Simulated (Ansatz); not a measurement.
```
CELL_PARAMETERS angstrom
      3.80945     0.00000     0.00000
     -1.90472     3.29908     0.00000
      1.90472    -1.09969     3.11040
ATOMIC_POSITIONS crystal
  Zn 0.00000 0.00000 0.00000
  S  0.25000 0.75000 0.25000
```

Space group of this cell: F-43m, zinc blende. The cell is taken as given.

Level of theory: r2SCAN (plane waves, PAW; Ansatz, an electronic-structure program).

The current runs along the normal of the first two printed vectors; no spin-orbit coupling. Scaled by the factor s: all lengths (ions clamped). Meshes 10×10×10 and 12×12 across the current in all rows.

```csv
s,mean pressure (GPa),slowest mid-gap decay constant κ (1/Å)
0.98,5.5,0.184
1.00,0.1,0.173
1.02,-4.0,?
```

Q: Take the slope of the slowest mid-gap decay constant κ against ln s from the two given rows, extrapolate to s = 1.02, and say what the run there gives.

A: Slope = (0.184 − 0.173) / ln 0.98 = -0.544 1/Å. The line gives 0.173 + (-0.544) × ln 1.02 = 0.162 1/Å. The run gives 0.162 1/Å, as the line does.
